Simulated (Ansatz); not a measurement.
**MoP: pressure series**

The reference is MoP (space group P-6m2, No. 187).

```
MoP
1.0
    3.20627     0.00000     0.00000
   -1.60314     2.77671     0.00000
    0.00000     0.00000     3.17380
Mo P
1 1
Direct
  0.00000   0.00000   0.00000
  0.66667   0.33333   0.50000
```

Cell and atoms are relaxed at each pressure.

Computed with DFT with PBEsol, PAW potentials and a 420 eV plane-wave cutoff in Ansatz (a quantum-chemistry and plane-wave program), no spin-orbit coupling.

Notes on the quantities. enthalpy: H = E + PV relative to the base's energy.

```json
[
 {"variant": "base", "density": "7.46 g/cm³", "enthalpy": "–"},
 {"variant": "pressure −2 GPa", "density": "7.39 g/cm³", "enthalpy": "-0.18 eV/atom"},
 {"variant": "pressure −1 GPa", "density": "7.43 g/cm³", "enthalpy": "-0.09 eV/atom"},
 {"variant": "pressure 1.8 GPa", "density": "7.52 g/cm³", "enthalpy": "+0.16 eV/atom"},
 {"variant": "pressure 4.2 GPa", "density": "(withheld)", "enthalpy": "+0.37 eV/atom"},
 {"variant": "pressure 9 GPa", "density": "7.73 g/cm³", "enthalpy": "+0.78 eV/atom"},
 {"variant": "pressure 18 GPa", "density": "7.97 g/cm³", "enthalpy": "+1.53 eV/atom"},
 {"variant": "pressure 30 GPa", "density": "8.27 g/cm³", "enthalpy": "+2.50 eV/atom"},
 {"variant": "pressure 45 GPa", "density": "8.60 g/cm³", "enthalpy": "+3.67 eV/atom"},
 {"variant": "pressure 60 GPa", "density": "8.90 g/cm³", "enthalpy": "+4.80 eV/atom"}
]
```

Question: Complete the table.

Answer: 
- pressure 4.2 GPa, density: 7.59 g/cm³

Load acts through the strain it causes; cell and atoms are relaxed under it. Stability against distortions was not tested. No other phases were tried under pressure. The final runs are not spin-polarised. An odd electron count without spin: MoP.
